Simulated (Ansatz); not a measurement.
## A computed series for hypothetical rock salt YSi: thickness series

Start from YSi in the rock salt structure (space group Fm-3m, No. 225; a = 5.834 Å; a hypothetical phase, not in the database extracts checked). Axes: x, y, z lie along the cube axes.

Free-standing slabs (2 atom(s) a layer) normal to the z axis with 15 Å of vacuum; in-plane cell held at bulk.

Calculations: DFT with r2SCAN, PAW potentials and a 500 eV plane-wave cutoff in Ansatz (an electronic-structure program), no SOC.

Notes on the quantities. excess energy per area of both faces: slab less bulk energy over the cell's area: twice a surface energy; uncertain by up to 0.1 J/m²; layer's space group: with vacuum.

```csv
change,excess energy per area of both faces,shortest interatomic distance,layer's space group,thickness between the outermost nuclei
base,–,2.917 Å,–,–
1 layer,–,2.917 Å,P4/mmm (No. 123),–
2 layers,1.71 J/m²,2.926 Å,P4/nmm (No. 129),3.18 Å
3 layers,1.79 J/m²,2.871 Å,P4/mmm (No. 123),6.04 Å
4 layers,1.8 J/m²,2.902 Å,P4/nmm (No. 129),8.89 Å
5 layers,1.7 J/m²,2.869 Å,P4/mmm (No. 123),11.81 Å
6 layers,1.8 J/m²,2.875 Å,P4/nmm (No. 129),14.75 Å
7 layers,1.8 J/m²,2.881 Å,P4/mmm (No. 123),17.65 Å
```

Slab and bulk use different k-meshes, which limits the precision of the excess energy. Whether these cells are dynamically stable was not tested. All final runs are without spin polarisation. An odd electron count without spin: YSi. YSi has a high density of states at the Fermi level and may be magnetic at this level.
